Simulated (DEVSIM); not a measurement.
System: abrupt GaAs p-n junction, at 300 K.

| layer (left to right) | material | thickness (μm) | Nd (cm⁻³) | Na (cm⁻³) | τn (s) | τp (s) |
|---|---|---|---|---|---|---|
| 1 | GaAs | 39.0 | - | 1e17 | 1.3e-9 | 1.3e-9 |
| 2 | GaAs | 1.70 | 1.8e16 | - | 1.3e-9 | 1.3e-9 |

Left contact: ohmic. Right contact: ohmic. Voltage is applied to the left contact. Recombination: SRH at mid-gap, radiative. Mobility is μmin + (μ − μmin)/(1 + (N/Nref)^α).

The device is made up for the run: typed textbook-type constants, with dimensions and the other settings drawn at random. Values at 300 K.

| parameter | GaAs |
|---|---|
| gap (eV) | 1.424 |
| affinity (eV) | 4.07 |
| permittivity | 12.9 |
| Nc (cm⁻³) | 4.7e17 |
| Nv (cm⁻³) | 9e18 |
| μn (cm²/Vs) | 8500 |
| μp (cm²/Vs) | 400 |
| μn,min | 500 |
| μp,min | 20 |
| Nref,n | 6e16 |
| Nref,p | 1.5e17 |
| αn | 0.39 |
| αp | 0.38 |
| B (cm³/s) | 2e-10 |

Model (solved in DEVSIM): 1D drift-diffusion, Boltzmann statistics, complete ionisation; no tunnelling, impact ionisation, image-force lowering or self-heating.

Tabulate band edges, carrier densities and field at zero bias.

Energies count from the Fermi level of the right contact; mesh points crowd at the junctions.

| x (μm) | Ec (eV) | Ev (eV) | n (cm⁻³) | p (cm⁻³) | field (V/cm) |
|---|---|---|---|---|---|
| 0.000 | 1.308 | -0.116 | < 1e2 | 1.0e17 | ≈ 0 |
| 0.03490 | 1.308 | -0.116 | < 1e2 | 1.0e17 | ≈ 0 |
| 0.1205 | 1.308 | -0.116 | < 1e2 | 1.0e17 | ≈ 0 |
| 0.3450 | 1.308 | -0.116 | < 1e2 | 1.0e17 | ≈ 0 |
| 1.180 | 1.308 | -0.116 | < 1e2 | 1.0e17 | ≈ 0 |
| 2.928 | 1.308 | -0.116 | < 1e2 | 1.0e17 | ≈ 0 |
| 7.215 | 1.308 | -0.116 | < 1e2 | 1.0e17 | ≈ 0 |
| 23.10 | 1.308 | -0.116 | < 1e2 | 1.0e17 | ≈ 0 |
| 32.53 | 1.308 | -0.116 | < 1e2 | 1.0e17 | ≈ 0 |
| 36.38 | 1.308 | -0.116 | < 1e2 | 1.0e17 | ≈ 0 |
| 37.99 | 1.308 | -0.116 | < 1e2 | 1.0e17 | ≈ 0 |
| 38.71 | 1.308 | -0.116 | < 1e2 | 1.0e17 | ≈ 0 |
| 38.89 | 1.307 | -0.117 | < 1e2 | 9.9e16 | -230 |
| 38.97 | 1.249 | -0.175 | < 1e2 | 1.0e16 | -32000 |
| 39.01 | 1.019 | -0.405 | < 1e2 | 1.4e12 | -68000 |
| 39.06 | 0.705 | -0.719 | 670000 | 7500000 | -55000 |
| 39.19 | 0.223 | -1.201 | 8.4e13 | < 1e2 | -24000 |
| 39.50 | 0.084 | -1.340 | 1.8e16 | < 1e2 | ≈ 0 |
| 40.26 | 0.084 | -1.340 | 1.8e16 | < 1e2 | ≈ 0 |
| 40.53 | 0.084 | -1.340 | 1.8e16 | < 1e2 | ≈ 0 |
| 40.64 | 0.084 | -1.340 | 1.8e16 | < 1e2 | ≈ 0 |
| 40.70 | 0.084 | -1.340 | 1.8e16 | < 1e2 | ≈ 0 |
